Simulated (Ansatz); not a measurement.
Short convergence ladders for HfC (I4mm, 2 atoms in the cell)

```
CELL_PARAMETERS angstrom
      0.00000     2.33160     2.33160
      2.33160     0.00000     2.33160
      2.33160     2.33160     0.00000
ATOMIC_POSITIONS crystal
  Hf 0.01072 0.01072 0.98928
  C  0.50000 0.50000 0.50000
```

Base method: LDA (PW92), PAW files made with PBE (plane waves; Ansatz, a quantum-chemistry and plane-wave program).

Base settings: basis.ecutwfc = 420 eV; kpoints.mp_grid.grid = 12 12 12; hamiltonian.xc = lda; hamiltonian.pseudopotentials = {kind: paw} (the program's default PAW files); scf.occupations.method = fermi_dirac; scf.occupations.width = 0.1 eV.

The count of work is k-points × plane waves × bands × iterations; it is no time. 

**The cutoff for other potential files**

Level: DFT, LDA (PW92), plane waves, harder PAW files (source: ansatz) made with PBE.

In this ladder: hamiltonian.pseudopotentials = {kind: paw, source: ansatz}.

The second cell is the first with its lattice scaled by 0.98.

The mesh stays at the base's, so the ladder's end is converged at best in this setting alone.

The first pressure column holds Ansatz's estimate of the finite-basis (Pulay) stress, which hides part of the cutoff error; the other is without it.

Only quantities that move along the ladder and can be compared are tabulated.

```csv
basis.ecutwfc,free energy less the last step's (meV/atom),energy of the compressed cell less the first (meV/atom),pressure (GPa),pressure without the Pulay estimate (GPa),count of work / last
370 eV,279.37,-26.37,-12.53,-27.77,0.086
450 eV,74.30,-29.56,-13.14,-17.67,0.13
575 eV,8.78,-30.30,-13.27,-14.04,0.21
695 eV,1.41,-30.44,-13.30,-13.37,0.28
820 eV,0.99,-30.45,-13.30,-13.31,0.36
985 eV,0.58,-30.45,-13.30,-13.32,0.47
1230 eV,0.19,-30.46,-13.30,-13.31,0.51
1640 eV,0.00,-30.46,-13.30,-13.30,1.0
```

Coarsest basis.ecutwfc that holds the free energy within 2 meV/atom of the last step, with all finer ones: 695 eV, at 0.28 of the last step's count of work; the step before is off by 8.8 meV/atom.

Coarsest basis.ecutwfc that holds the energy of the compressed cell less the first within 2 meV/atom of the last step, with all finer ones: 450 eV, at 0.13 of the last step's count of work; the step before is off by 4.1 meV/atom.

Coarsest basis.ecutwfc that holds the pressure without the Pulay estimate within 1 GPa of the last step, with all finer ones: 575 eV, at 0.21 of the last step's count of work; the step before is off by 4.4 GPa.

The energy difference between the two cells stays within 1 meV/atom of the last step's from 450 eV on, the total only from 820 eV on: much of the error is common to both cells and cancels.

At the lowest cutoff the pressure without the Pulay estimate lies 14.5 GPa under the last step's, the usual sign of Pulay stress in an incomplete plane-wave basis.

**The relaxed cell against the cutoff**

On HfC (Fm-3m, 2 atoms in the cell): atoms on their sites.

In this ladder: relax = cell and atoms.

The mesh stays at the base's, so the ladder's end is converged at best in this setting alone.

Only quantities that move along the ladder and can be compared are tabulated.

```tsv
basis.ecutwfc	relaxed volume (Å³/atom)	relaxation steps
295 eV	11.978	10
355 eV	11.962	8
420 eV	11.954	8
505 eV	11.953	6
630 eV	11.952	6
840 eV	11.952	6
```

Coarsest basis.ecutwfc that holds the relaxed volume within 0.024 Å³/atom of the last step, with all finer ones: 355 eV; the step before is off by 0.026 Å³/atom.

At the lowest cutoff the cell relaxes to a volume 0.2 % larger than at the highest. Ansatz relaxes on a stress corrected for the finite basis.

On the base run: the starting cell has typed, rounded lattice constants, without a prior relaxation at this level. Its lattice was rescaled by up to half a per cent. One atom was moved a little off its site on purpose.

Left out of this page: 2 runs of the series failed or unconverged.

Keys are those of Ansatz 0.2.
